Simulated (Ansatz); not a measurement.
**Response to strain in WSi2**

Consider WSi2 (space group I4/mmm, No. 139; a = 3.185 Å, c = 7.773 Å; relaxed with 0.1 eV smearing). Axes: x, y, z lie along a, b, c of the conventional cell.

Strains are applied to the cell and any free atomic positions relax; under biaxial strain the out-of-plane vector relaxes too.

All numbers come from Ansatz (a first-principles code), LDA, PAW, cutoff 420 eV, no spin-orbit coupling.

Notes on the quantities. energy relative to the base: free energy F.

```json
[
 {"biaxial strain, plane normal [001], relaxed out of plane (%)": "0", "energy relative to the base (meV/atom)": "0.0"},
 {"biaxial strain, plane normal [001], relaxed out of plane (%)": "0.5", "energy relative to the base (meV/atom)": "?"},
 {"biaxial strain, plane normal [001], relaxed out of plane (%)": "1", "energy relative to the base (meV/atom)": "4.4"},
 {"biaxial strain, plane normal [001], relaxed out of plane (%)": "1.5", "energy relative to the base (meV/atom)": "9.7"},
 {"biaxial strain, plane normal [001], relaxed out of plane (%)": "2", "energy relative to the base (meV/atom)": "17.1"},
 {"biaxial strain, plane normal [001], relaxed out of plane (%)": "2.5", "energy relative to the base (meV/atom)": "26.4"},
 {"biaxial strain, plane normal [001], relaxed out of plane (%)": "3", "energy relative to the base (meV/atom)": "37.5"}
]
```

Question: Fit ΔE = Aε² + Bε³ (ε in %) to the rows shown and predict the withheld row.

Answer: Least squares on the printed values gives A = 4.49 and B = -0.11 meV/atom (largest residual 0.0 meV/atom); this predicts 1.1 meV/atom, and the run gives 1.1 meV/atom, in agreement.

Whether these cells are dynamically stable was not tested. All final runs are without spin polarisation.
